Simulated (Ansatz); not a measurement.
# A computed series for K2Se: response to strain

Start from K₂Se in the anti-fluorite structure (space group Fm-3m, No. 225; a = 7.6097 Å). Axes: x, y, z lie along the cube axes.

Strains are applied to the cell and any free atomic positions relax.

Method: Ansatz (a first-principles code), PBEsol, PAW, cutoff 420 eV, no SOC.

Candidates:
(a) uniaxial strain ε_zz = −2.00 %
(b) uniaxial strain ε_zz = −2.50 %
(c) uniaxial strain ε_zz = +0.50 %

Notes on the quantities. energy relative to the base: free energy F.

Task: Order them by energy relative to the base, lowest first.

Result: (c) uniaxial strain ε_zz = +0.50 % (+0.1 meV/atom), (a) uniaxial strain ε_zz = −2.00 % (+1.5 meV/atom), (b) uniaxial strain ε_zz = −2.50 % (+2.3 meV/atom)

Whether these cells are dynamically stable was not tested.
